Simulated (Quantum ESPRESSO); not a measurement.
Input and output of a self-consistent single point for Ba (P-1, 2 atoms in the cell) (Quantum ESPRESSO).

Computed with PBEsol, PseudoDojo standard norm-conserving (PBESOL) pseudopotentials (plane waves; Quantum ESPRESSO 7.5).

The change in words: atoms moved at random. Reference geometry:
```xyz
2
Lattice="2.1565 3.9121 0.0000 -2.1565 3.9121 0.0000 0.0000 0.0000 7.2693" Properties=species:S:1:pos:R:3 pbc="T T T"
Ba    -2.1565    -1.1705    -5.4520
Ba    -2.1565     1.1705    -1.8173
```

Reference input (self-consistent single point, DFT, PBEsol, plane waves, PseudoDojo standard norm-conserving (PBESOL) pseudopotentials): ecutwfc = 60 Ry; occupations = smearing; smearing = gauss; degauss = 0.019992 Ry; potentials = {Ba: Ba.upf}; K_POINTS = automatic 6 6 3 0 0 0; conv_thr = 1e-10 Ry. This run's input differs from it in these lines:

```diff
@@ -9,6 +9,3 @@
 &SYSTEM
-   ibrav = 9
-   A = 4.3129720000
-   B = 7.8241600000
-   C = 7.2692680000
+   ibrav = 0
    nat = 2
@@ -26,6 +23,10 @@
 ATOMIC_POSITIONS {crystal}
-Ba   -0.6496000000    0.3504000000   -0.7500000000
-Ba   -0.3504000000    0.6496000000   -0.2500000000
+Ba    0.6517180000    0.3468380000    0.7476300000
+Ba    0.3482820000    0.6531620000    0.2523700000
 K_POINTS {automatic}
 6 6 3  0 0 0
+CELL_PARAMETERS {angstrom}
+   2.1564860000    -3.9120800000     0.0000000000
+   2.1564860000     3.9120800000     0.0000000000
+   0.0000000000     0.0000000000     7.2692680000
```

Output (repeated stretches shortened):

```
     Self-consistent Calculation

     iteration #  1     ecut=    60.00 Ry     beta= 0.70

     Threshold (ethr) on eigenvalues was too large:
     Diagonalizing with lowered threshold

     c_bands:  1 eigenvalues not converged
     c_bands:  1 eigenvalues not converged
     c_bands:  1 eigenvalues not converged

     total energy              =    -112.01113963 Ry
     estimated scf accuracy    <       0.00221121 Ry

     iteration #  2     ecut=    60.00 Ry     beta= 0.70
     c_bands:  1 eigenvalues not converged

     total energy              =    -112.01080063 Ry
     estimated scf accuracy    <       0.00238393 Ry

     iteration #  3     ecut=    60.00 Ry     beta= 0.70

     total energy              =    -112.01135169 Ry
     estimated scf accuracy    <       0.00119377 Ry

   [... 5 blocks of this kind left out ...]

     iteration #  9     ecut=    60.00 Ry     beta= 0.70

     total energy              =    -112.01151889 Ry
     estimated scf accuracy    <          2.0E-10 Ry

     iteration # 10     ecut=    60.00 Ry     beta= 0.70
     End of self-consistent calculation

     the Fermi energy is     5.9936 ev

!    total energy              =    -112.01151890 Ry
     estimated scf accuracy    <          4.1E-13 Ry
     smearing contrib. (-TS)   =      -0.00883894 Ry
     internal energy E=F+TS    =    -112.00267996 Ry

     convergence has been achieved in  10 iterations

     Forces acting on atoms (cartesian axes, Ry/au):

     atom    1 type  1   force =     0.00004794   -0.00121104    0.00170443
     atom    2 type  1   force =    -0.00004794    0.00121104   -0.00170443

     Total force =     0.002958     Total SCF correction =     0.000001

          total   stress  (Ry/bohr**3)                   (kbar)     P=       -3.85
  -0.00001454   0.00000049   0.00000001           -2.14        0.07        0.00
   0.00000049  -0.00003082  -0.00000015            0.07       -4.53       -0.02
   0.00000001  -0.00000015  -0.00003317            0.00       -0.02       -4.88

   JOB DONE.
```

The run converged in 10 iterations. Against the reference run the free energy is nearly the same (within 1 meV/atom), the pressure stays at -0.39 GPa and the largest force goes from 0.047 to 0.054 eV/Å.

The starting cell comes from a database of computed structures (which also holds hypothetical and non-ambient phases and stackings), without a prior relaxation at this level. Its lattice was rescaled by a random factor within 2.5 % of one. For this run, on top of that: atoms moved at random.

Cost on one core of a shared machine: roughly 2 min.
